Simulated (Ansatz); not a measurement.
# Several settings converged on a (001) slab of BaAl2 (cut from a parent of space group no. 227; 12 atoms in the cell)

```yaml
crystal:
  lattice:
    - [6.00155, 0.00000, 0.00000]
    - [-6.00155, 6.00155, 0.00000]
    - [0.00000, 0.00000, 21.42652]
  atoms:
    - { symbol: Al, position: [0.25000, 0.75000, 0.32670] }
    - { symbol: Al, position: [0.25000, 0.00000, 0.42573] }
    - { symbol: Al, position: [0.75000, 0.25000, 0.32670] }
    - { symbol: Al, position: [0.75000, 0.00000, 0.42573] }
    - { symbol: Al, position: [0.25000, 0.25000, 0.52476] }
    - { symbol: Al, position: [0.25000, 0.50000, 0.62379] }
    - { symbol: Al, position: [0.75000, 0.75000, 0.52476] }
    - { symbol: Al, position: [0.75000, 0.50000, 0.62379] }
    - { symbol: Ba, position: [0.00000, 0.50000, 0.47524] }
    - { symbol: Ba, position: [0.50000, 0.50000, 0.37621] }
    - { symbol: Ba, position: [0.00000, 0.00000, 0.67330] }
    - { symbol: Ba, position: [0.50000, 0.00000, 0.57427] }
```

Base method: PBEsol, default PAW files made with PBE (plane waves; Ansatz, a first-principles code).

Base settings: basis.ecutwfc = 420 eV; kpoints.mp_grid.grid = 4 4 1; hamiltonian.xc = pbesol; hamiltonian.pseudopotentials = {kind: paw} (the program's default PAW files); scf.occupations.method = gaussian; scf.occupations.width = 0.1 eV.

The count of work is k-points × plane waves × bands × iterations; it is no time. Core times come from one kind of shared machine, to one figure; runs under 30 s give none.

**The vacuum**

The mesh stays at the base's, so the ladder's end is converged at best in this setting alone.

Only quantities that move along the ladder and can be compared are tabulated.

| vacuum between outermost atoms (Å) | free energy less the last step's (meV/atom) | largest difference of a force vector from the last step's (eV/Å) | count of work / last |
|---|---|---|---|
| 3.0 | -143.20 | 0.794 | 0.25 |
| 4.0 | -62.66 | 0.519 | 0.27 |
| 5.0 | -26.79 | 0.307 | 0.33 |
| 6.0 | -12.29 | 0.170 | 0.36 |
| 7.0 | -6.66 | 0.101 | 0.38 |
| 8.0 | -4.27 | 0.069 | 0.41 |
| 10.0 | -2.40 | 0.041 | 0.52 |
| 12.0 | -1.63 | 0.028 | 0.58 |
| 14.0 | -1.17 | 0.020 | 0.64 |
| 17.0 | -0.75 | 0.012 | 0.73 |
| 20.0 | -0.47 | 0.008 | 0.81 |
| 25.0 | -0.18 | 0.003 | 0.87 |
| 30.0 | 0.00 | 0.000 | 1.0 |

Smallest vacuum between outermost atoms (Å) that holds the free energy within 5 meV/atom of the last step, with all finer ones: 8.0, at 0.41 of the last step's count of work; the step before is off by 6.7 meV/atom.

**The k-point mesh**

Only quantities that move along the ladder and can be compared are tabulated.

| kpoints.mp_grid.grid | free energy less the last step's (meV/atom) | largest difference of a force vector from the last step's (eV/Å) | count of work / last | core time / last (rough) |
|---|---|---|---|---|
| 2 2 1 | -38.77 | 0.435 | 0.037 | – |
| 3 3 1 | 13.96 | 0.090 | 0.037 | – |
| 4 4 1 | 1.69 | 0.100 | 0.093 | 0.06 |
| 5 5 1 | -1.21 | 0.061 | 0.084 | 0.09 |
| 6 6 1 | 0.47 | 0.023 | 0.13 | 0.1 |
| 7 7 1 | -0.36 | 0.015 | 0.13 | 0.1 |
| 8 8 1 | 0.35 | 0.016 | 0.21 | 0.2 |
| 9 9 1 | 0.01 | 0.008 | 0.21 | 0.2 |
| 11 11 1 | 0.10 | 0.009 | 0.30 | 0.3 |
| 13 13 1 | -0.08 | 0.002 | 0.40 | 0.4 |
| 15 15 1 | 0.04 | 0.002 | 0.53 | 0.4 |
| 17 17 1 | -0.02 | 0.001 | 0.67 | 0.5 |
| 20 20 1 | 0.00 | 0.000 | 1.0 | 1 |

Coarsest kpoints.mp_grid.grid that holds the free energy within 1 meV/atom of the last step, with all finer ones: 6 6 1, at 0.13 of the last step's count of work and about 0.1 of the last step's time; the step before is off by 1.2 meV/atom.

Coarsest kpoints.mp_grid.grid that holds the forces within 0.005 eV/Å of the last step, with all finer ones: 13 13 1, at 0.40 of the last step's count of work and about 0.4 of the last step's time; the step before is off by 0.009 eV/Å.

**The depth of the slab**

Surface energy = (E_slab − N e_bulk)/2A, with e_bulk from the bulk crystal on its finest mesh (84 k-points); errors per atom of slab and bulk, whose meshes differ, grow with N.

The mesh stays at the base's, so the ladder's end is converged at best in this setting alone.

Only quantities that move along the ladder and can be compared are tabulated.

| atoms | unrelaxed surface energy (J/m²) | count of work / last | core time / last (rough) |
|---|---|---|---|
| 12 | 0.996 | 0.21 | 0.2 |
| 24 | 0.972 | 0.46 | 0.4 |
| 36 | 0.954 | 1.0 | 1 |

Smallest size that holds the unrelaxed surface energy within 0.02 J/m²: not settled: the last two steps still differ by 0.017 J/m², over half the tolerance, so the ladder does not show it.

On the base run: the starting cell comes from a database of computed structures (which also holds hypothetical and non-ambient phases and stackings), without a prior relaxation at this level. The slab is cut from that crystal, and its faces are unrelaxed. Its lattice was rescaled by up to half a per cent. The two faces of this cut differ, and no dipole correction was used. In the base run, forces exceed 1 eV/Å.

Left out of this page: 1 run of the series outside the window shown, repeating another row's setting, or not comparable.

Keys are those of Ansatz 0.2.
